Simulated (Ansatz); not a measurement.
# C axis length of HfTe₂ (model structure, started from the rutile type, P4₂/mnm, No. 136, 6 atoms in the cell) at several levels of theory

No measured value is used here.

| level (code) | value (Å) |
|---|---|
| LDA (Ansatz) | 3.879 |
| PBE (Ansatz) | 4.030 |
| PBEsol (Ansatz) | (withheld) |
| PBE-D3(BJ) (Ansatz) | 3.962 |

### Question
Some entries are withheld; supply them.

### Answer

- PBEsol (Ansatz, a program for electronic structure), value (Å): 3.922

Density-functional levels without +SOC have no spin–orbit coupling. Ansatz's density-functional and Hartree–Fock values are scalar-relativistic unless marked +SOC, with PAW data made under PBE.

A model structure was made by putting elements into a prototype or built by hand; it is no filed structure, need not be a known phase, and can be a saddle point held by its symmetry.
